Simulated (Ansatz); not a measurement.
Take CaF2 in the fluorite structure (space group Fm-3m, No. 225; a = 5.4205 Å) as the base. Axes: x, y, z lie along the cube axes.

Computed with PBEsol (Ansatz, a quantum-chemistry and plane-wave program, PAW, no spin-orbit coupling).

Now apply this change: an isotropic linear strain of −0.92 %; the atoms relax in the strained cell.

Task: Predict the stress tensor and what it implies for the stiffness.

Result: Stress of the strained cell less that of the base (GPa, compression positive):
```
   2.55    0.00    0.00
   0.00    2.55    0.00
   0.00    0.00    2.55
```

Then B = −ΔP/(ΔV/V₀) with ΔV/V₀ = -0.0273 gives secant stiffness values (nonlinear terms included at this strain): B ≈ 93 GPa.

Stability against distortions was not tested.
